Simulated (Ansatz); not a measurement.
The starting structures come from a database of crystals and need not be the phases stable at ambient conditions.

 Where the default PAW files enter, the runs use the earlier of Ansatz's two default sets.

The decay constant κ of evanescent states in the gap governs leakage through a thin film.

Data:

```yaml
crystal:
  lattice:
    - [6.04986, 0.00000, 0.00000]
    - [-3.02493, 5.23934, 0.00000]
    - [3.02493, 1.74645, 4.93969]
  atoms:
    - { symbol: Mg, position: [0.50000, 0.75000, 0.75000] }
    - { symbol: Mg, position: [0.00000, 0.00000, 0.00000] }
    - { symbol: Rh, position: [0.75000, 0.37500, 0.37500] }
    - { symbol: Rh, position: [0.25000, 0.87500, 0.37500] }
    - { symbol: Rh, position: [0.75000, 0.37500, 0.87500] }
    - { symbol: Rh, position: [0.25000, 0.37500, 0.37500] }
    - { symbol: O, position: [0.77008, 0.15512, 0.61496] }
    - { symbol: O, position: [0.27008, 0.13504, 0.59488] }
    - { symbol: O, position: [0.77008, 0.61496, 0.61496] }
    - { symbol: O, position: [0.27008, 0.13504, 0.13504] }
    - { symbol: O, position: [0.22992, 0.61496, 0.61496] }
    - { symbol: O, position: [0.72992, 0.13504, 0.13504] }
    - { symbol: O, position: [0.22992, 0.61496, 0.15512] }
    - { symbol: O, position: [0.72992, 0.59488, 0.13504] }
```

Space group of this cell: Fd-3m, spinel. The cell is taken as given; by PBEsol its mean pressure is -3.0 GPa.

Transport runs along the normal of the first two printed cell vectors, the (111) plane of the conventional cell.

The gap is the functional's own. No spin-orbit coupling. Mid-gap values are interpolated on the energy grid.

Q: Give the band gap and the smallest decay constant κ at mid-gap that Ansatz (an electronic-structure program) with PBEsol yields.

A: Gap 1.02 eV on a 8×8×8 mesh; κ = 0.250 1/Å, at (0.500, 0.000) of the in-plane reciprocal vectors. At the zone centre, at the nearest computed energy, the slowest state has κ = 0.43 1/Å.
